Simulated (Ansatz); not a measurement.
**Quick settings and what they miss: La2InCu2 (P4/mbm, 10 atoms in the cell)**

Self-consistent single point.

```
La2InCu2
1.0
    7.82543     0.00000     0.00000
    0.00000     7.82543     0.00000
    0.00000     0.00000     3.92802
La In Cu
4 2 4
Cartesian
  5.31957   1.40686   1.96401
  2.50586   6.41858   1.96401
  6.41858   5.31957   1.96401
  1.40686   2.50586   1.96401
  0.00000   0.00000   0.00000
  3.91272   3.91272   0.00000
  3.01569   0.89703   0.00000
  4.80974   6.92840   0.00000
  6.92840   3.01569   0.00000
  0.89703   4.80974   0.00000
```

Method of the run: PBEsol, PAW files made with PBE (plane waves; Ansatz, a program for electronic structure).

Base settings: basis.ecutwfc = 30.9 Ry; kpoints.mp_grid.grid = 3 3 6; hamiltonian.xc = pbesol; hamiltonian.pseudopotentials = {kind: paw} (the program's default PAW files); scf.occupations.method = cold; scf.occupations.width = 0.02 Ry.

Tight run (finer mesh or higher cutoff; not a proven limit): basis.ecutwfc: 30.9 Ry → 43.4 Ry; kpoints.mp_grid.grid: 3 3 6 → 5 5 9; scf.convergence.dr2_threshold: default (1e-07 eV) → 1e-09 eV. It gave Fermi level (on the code's own zero) 12.08 eV; pressure -2.08 GPa; largest force (vector length) 0.023 eV/Å.

Quick runs, as changes from the base:
- A: the base itself
- B: basis.ecutwfc: 30.9 Ry → 24.6 Ry; kpoints.mp_grid.grid: 3 3 6 → 6 6 6; kpoints.mp_grid.shift: default → 0.5 0.5 0.5
- C: basis.ecutwfc: 30.9 Ry → 21.7 Ry; kpoints.mp_grid.grid: 3 3 6 → 4 4 4; scf.occupations.method: cold → fermi_dirac; kpoints.mp_grid.shift: default → 0.5 0.5 0.5
- D: basis.ecutwfc: 30.9 Ry → 15.4 Ry; kpoints.mp_grid.grid: 3 3 6 → 4 4 4; scf.occupations.method: cold → methfessel_paxton; scf.occupations.width: 0.02 Ry → 0.01 Ry; kpoints.mp_grid.shift: default → 0.5 0.5 0.5
- E: basis.ecutwfc: 30.9 Ry → 15.4 Ry; kpoints.mp_grid.grid: 3 3 6 → 2 2 2; scf.occupations.method: cold → methfessel_paxton; kpoints.mp_grid.shift: default → 0.5 0.5 0.5

Energies are extrapolated to zero smearing width, which holds to low order in the width alone.

The count of work is k-points × plane waves × bands × iterations; it is no time. 

Pressures in the table are Ansatz's without its Pulay estimate, at a fixed set of plane waves; the tight run's value above holds the estimate.

The starting cell comes from a database of computed structures (which also holds hypothetical and non-ambient phases and stackings), without a prior relaxation at this level. Its lattice was rescaled by a random factor within 2.5 % of one. Spin polarisation is off.

```csv
run,energy less tight (meV/atom),pressure less tight (GPa),largest miss in a force vector (eV/Å),count of work / tight
A,4.5,-0.04,0.016,0.20
B,14.6,-1.10,0.020,0.21
C,113.5,-6.34,0.006,0.063
D,3733.4,-125.28,0.424,0.030
E,3781.5,-124.84,0.344,0.0054
```

Among the runs at the tight run's level, the energy misses run from 4.5 to 3781.5 meV/atom.

Left out of this page: 1 run of the series outside the window shown, repeating another row's setting, or not comparable.

Keys are those of Ansatz 0.2.
